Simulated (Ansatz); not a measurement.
```xyz
5
Lattice="6.4595 0.0000 0.0000 0.0000 6.4595 0.0000 0.0000 0.0000 6.4595" Properties=species:S:1:pos:R:3 pbc="T T T"
Cs     0.0000     0.0000     0.0000
Sn     3.2297     3.2297     3.2297
I      3.2297     0.0000     3.2297
I      0.0000     3.2297     3.2297
I      3.2297     3.2297     0.0000
```

No spin polarisation.

All numbers come from PBE, PAW, 420 eV (Ansatz, an electronic-structure program; without spin-orbit coupling). k-mesh 6×6×6 (Γ-centred); smearing 0.05 eV (Fermi–Dirac).

Q: Predict the gap character, pressure, space group and band gap.

A: 
- Gap character = direct at R
- Pressure = -1.04 GPa
- Space group = Pm-3m (No. 221)
- Band gap = 0.79 eV

With I present, leaving out spin-orbit coupling can change the band edges. The cells carry an imposed strain or load. Whether these cells are dynamically stable was not tested. The cell was made from CsSnI3 in the cubic perovskite structure (space group Pm-3m, No. 221) by this change: isotropic strain +3.00 %. Many cubic perovskites are stable only at high temperature; tilts and polar distortions were not tested.
